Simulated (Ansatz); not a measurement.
# HgTe, response to strain

The reference is HgTe in the zinc blende structure (space group F-43m, No. 216; a = 6.651 Å).

Strains are applied to the cell and any free atomic positions relax.

Method: Ansatz (a first-principles code), PBE, PAW, cutoff 420 eV, no spin-orbit coupling.

Notes on the quantities. energy relative to the base: free energy F.

```
variant                   pressure  energy relative to the base  shortest interatomic distance
------------------------  --------  ---------------------------  -----------------------------
base                       0.0 GPa                   0 meV/atom                        2.880 Å
isotropic strain −3.00 %   4.0 GPa                 +36 meV/atom                        2.793 Å
isotropic strain −2.50 %   3.2 GPa                 +25 meV/atom                        2.808 Å
isotropic strain −2.00 %         ?                            ?                        2.822 Å
isotropic strain −1.50 %   1.7 GPa                +8.5 meV/atom                        2.837 Å
isotropic strain −1.00 %   1.1 GPa                +3.7 meV/atom                        2.851 Å
isotropic strain −0.50 %   0.5 GPa                +0.9 meV/atom                        2.865 Å
isotropic strain +0.50 %  -0.5 GPa                +0.9 meV/atom                        2.894 Å
isotropic strain +1.00 %  -0.9 GPa                +3.4 meV/atom                        2.909 Å
isotropic strain +2.00 %  -1.7 GPa                 +13 meV/atom                        2.937 Å
```

Q: Complete the table.

A: 
- isotropic strain −2.00 %, pressure: 2.4 GPa
- isotropic strain −2.00 %, energy relative to the base: +15 meV/atom

Stability against distortions was not tested. The final runs are not spin-polarised.
